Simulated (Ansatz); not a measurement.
Results of PBEsol (Ansatz, a first-principles code, plane waves, PAW) for ScSi (Cmcm, No. 63; cell taken from a computed entry).

Settings: plane-wave cutoff 520 eV, 16×16×16 k mesh, Fermi–Dirac smearing 0.05 eV, scalar-relativistic PAW data made under PBE.

Computed at the level's own relaxed cell.

What does this level give for the bulk modulus?


* **bulk modulus**: 108 GPa

The run finds no gap.

Note: the bulk modulus is −V dP/dV from two relaxed cells at ±2 % in volume; the relaxation could not lower the start's symmetry, so the cell can be a saddle point above a distorted one.

Computed values are for the static lattice.

It cost very roughly 6 core-minutes of CPU time.
